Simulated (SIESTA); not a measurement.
Band structure of N₂ (P6_3/mmc, 4 atoms in the cell).

```
CELL_PARAMETERS angstrom
      4.16723     0.00000     0.00000
     -2.08361     3.60893     0.00000
      0.00000     0.00000     7.00600
ATOMIC_POSITIONS crystal
  N  0.33333 0.66667 0.32893
  N  0.66667 0.33333 0.67107
  N  0.66667 0.33333 0.82893
  N  0.33333 0.66667 0.17107
```

Computed with LDA PW92, numerical atomic orbitals DZP, PseudoDojo LDA standard norm-conserving potentials (rewritten from UPF to PSML) (SIESTA).

Settings: XC.functional = LDA; XC.authors = PW92; potentials = PseudoDojo LDA standard; PAO.BasisSize = DZP; PAO.EnergyShift = 0.01 Ry; MeshCutoff = 400 Ry; kgrid.MonkhorstPack = 5 5 3; OccupationFunction = FD; ElectronicTemperature = 10 K; MaxSCFIterations = 150; SCF.Mixer.Method = Pulay; SCF.Mixer.Weight = 0.2; SCF.Mixer.History = 6; SCF.DM.Tolerance = 1.0E-04.

The starting cell comes from a database of computed structures (which also holds hypothetical and non-ambient phases and stackings), without a prior relaxation at this level. Values carry the incompleteness of an atom-centred basis.

Predict the gap along the standard path and the places of the band edges.

The gap along the path is 7.10 eV, from Γ to K; the smallest direct gap on it is 7.42 eV.

Levels in eV from the top of the valence band on the path, bands 7 to 11:
```csv
point,7,8,9,10,11
Γ,-1.88,-1.88,-0.85,0.00,7.58
M,-2.04,-1.91,-0.52,-0.24,7.22
K,-2.08,-1.98,-0.37,-0.37,7.10
A,-1.93,-1.93,-0.39,-0.39,7.82
L,-1.98,-1.98,-0.42,-0.42,7.51
H,-2.05,-2.05,-0.43,-0.43,7.60
```

Higher empty bands are left out: an atom-centred basis made for the valence describes them poorly.
